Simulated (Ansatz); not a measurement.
Reference: CuI (P6_3mc), PBEsol, rigid bands (plane waves, PAW, scalar-relativistic; Ansatz, a quantum-chemistry and plane-wave program); axes and stresses refer to this cell.

```
CuI
1.0
    4.18683     0.00000     0.00000
   -2.09341     3.62590     0.00000
    0.00000     0.00000     6.89765
Cu I
2 2
Cartesian
  2.09341   1.20863   6.02673
  0.00000   2.41727   2.57791
  2.09341   1.20863   3.45754
  0.00000   2.41727   0.00871
```

* **electron conductivity mass**: 0.158 mₑ
* **electron mass along x**: 0.166 mₑ
* **band gap**: 1.22 eV

Q: Change: functional r2SCAN on the same cell. What happens to electron conductivity mass, electron mass along x, band gap?

A: electron conductivity mass rises to 0.194 mₑ; electron mass along x grows to 0.21 mₑ; band gap grows to 1.85 eV.

Masses are for dilute carriers at 300 K, harmonic means over directions unless an axis is named. Spin-orbit coupling is left out unless a row names it; without it the gap and masses of crystals with these elements can be far off. 

Formula and space group known from diffraction (Crystallography Open Database), not checked to be the room-temperature form: CuI (P6_3mc).
